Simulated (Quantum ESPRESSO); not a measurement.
Checking a run of Quantum ESPRESSO on Y5Sn3 (P6_3/mcm, 16 atoms in the cell). The aim is a self-consistent single point with DFT, PBEsol, plane waves, GBRV 1.5 ultrasoft (PBESOL) pseudopotentials.

Cell that was meant: a = 8.9020 Å, b = 8.9020 Å, c = 6.5360 Å, α = 90.00°, β = 90.00°, γ = 120.00°.

Part of the input:

```fortran
ATOMIC_SPECIES
Sn   118.7100  sn_pbesol_v1.4.uspp.F.UPF
Y     88.9058  y_pbesol_v1.4.uspp.F.UPF
ATOMIC_POSITIONS crystal
Sn    0.6100000000    0.0000000000    0.1835540000
Sn    0.3050000000    0.5282750000    0.5506630000
Sn   -0.3050000000    0.5282750000    0.1835540000
Sn    0.3900000000    0.0000000000    0.5506630000
Sn    0.1950000000    0.3377500000    0.1835540000
Sn   -0.1950000000    0.3377500000    0.5506630000
Y     0.2500000000    0.0000000000    0.1835540000
Y     0.1250000000    0.2165060000    0.5506630000
Y    -0.1250000000    0.2165060000    0.1835540000
Y     0.7500000000    0.0000000000    0.5506630000
Y     0.3750000000    0.6495190000    0.1835540000
Y    -0.3750000000    0.6495190000    0.5506630000
Y     0.0000000000    0.5773500000    0.0000000000
Y     0.5000000000    0.2886750000    0.3671090000
Y     0.5000000000    0.2886750000    0.0000000000
Y     0.0000000000    0.5773500000    0.3671090000
K_POINTS automatic
3 3 4  0 0 0
CELL_PARAMETERS bohr
  16.8223419614     0.0000000000     0.0000000000
  -8.4111709807    14.5685752167     0.0000000000
   0.0000000000     0.0000000000    12.3512499506
```

Output, abridged:

```
     G-vector sticks info
     --------------------
     sticks:   dense  smooth     PW     G-vecs:    dense   smooth      PW
   [... lines left out ...]
        k(    1) = (   0.0000000   0.0000000   0.0000000), wk =   0.0555556
        k(    2) = (   0.0000000   0.0000000   0.3404988), wk =   0.1111111
        k(    3) = (   0.0000000   0.0000000  -0.6809976), wk =   0.0555556
   [... 16 lines left out ...]

     Dense  grid:   292643 G-vectors     FFT dimensions: (  96,  96,  72)

     Smooth grid:   103291 G-vectors     FFT dimensions: (  72,  72,  50)

     Initial potential from superposition of free atoms

     starting charge     187.9585, renormalised to     194.0000
     Self-consistent Calculation

     iteration #  1     ecut=    40.00 Ry     beta= 0.30

     total energy              =   -1877.13857124 Ry
     estimated scf accuracy    <       5.08282154 Ry

     iteration #  2     ecut=    40.00 Ry     beta= 0.30

     total energy              =   -1877.77756073 Ry
     estimated scf accuracy    <       3.03566970 Ry

     iteration #  3     ecut=    40.00 Ry     beta= 0.30

     total energy              =   -1878.02014650 Ry
     estimated scf accuracy    <       0.95207771 Ry

   [... 18 blocks of this kind left out ...]

     iteration # 22     ecut=    40.00 Ry     beta= 0.30

     total energy              =   -1878.12176961 Ry
     estimated scf accuracy    <          1.0E-09 Ry

     iteration # 23     ecut=    40.00 Ry     beta= 0.30
     End of self-consistent calculation

     the Fermi energy is    10.6877 ev

!    total energy              =   -1878.12176961 Ry
     estimated scf accuracy    <          1.3E-10 Ry
     smearing contrib. (-TS)   =      -0.00054551 Ry
     internal energy E=F+TS    =   -1878.12122410 Ry

     convergence has been achieved in  23 iterations

     Forces acting on atoms (cartesian axes, Ry/au):

     atom    1 type  1   force =    -0.36446862   -0.33224757   -0.08284713
     atom    2 type  1   force =    -0.14366440    0.16203759    0.18233322
     atom    3 type  1   force =     0.13178924    0.56044769   -0.05998419
     atom    4 type  1   force =     0.00905904   -0.14886218    0.17251631
   [... lines left out ...]

     Total force =     1.322706     Total SCF correction =     0.000029

          total   stress  (Ry/bohr**3)                   (kbar)     P=      281.48
   0.00118640   0.00116354   0.00006257          174.53      171.16        9.20
   0.00116354   0.00293327  -0.00039075          171.16      431.50      -57.48
   0.00006257  -0.00039075   0.00162077            9.20      -57.48      238.42

   JOB DONE.
```

**Question.** Is anything amiss in this input, and did it matter?

**Answer.** The run is not sound. The fault is fractional and Cartesian coordinates mixed up. The same three numbers mean different points as fractional and as Cartesian coordinates. To fix it, make label and numbers agree, by changing either. The run converged in 23 iterations without an error; against the sound input the free energy goes up by 2.43 eV/atom, the pressure goes from -0.80 to 28.15 GPa and the largest force goes from 0.369 to 14.88 eV/Å.

On the sound input: the starting cell comes from a database of published, mostly measured structures (it also holds non-ambient and calculated ones), without a prior relaxation at this level.
